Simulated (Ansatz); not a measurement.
# TaGe (model structure, started from the NbAs type, I4₁md, No. 109, 4 atoms in the cell): properties by level of theory

```csv
level (code),equilibrium lattice constant a (Å),lattice parameter c (Å),formation enthalpy (eV/atom)
PBE (Ansatz),[?],11.971,[?]
PBEsol (Ansatz),3.441,11.822,[?]
PBE-D3(BJ) (Ansatz),3.449,11.817,-0.056
```

Problem. Complete the blanks.

Solution. 
- PBE (Ansatz, an electronic-structure program), equilibrium lattice constant a (Å): 3.478
- PBE (Ansatz), formation enthalpy (eV/atom): -0.019
- PBEsol (Ansatz), formation enthalpy (eV/atom): -0.072

Ansatz's density-functional and Hartree–Fock values are scalar-relativistic unless marked +SOC, with PAW data made under PBE.

Computed values are for the static lattice.

A model structure was made by putting elements into a prototype or built by hand; it is no filed structure, need not be a known phase, and can be a saddle point held by its symmetry.
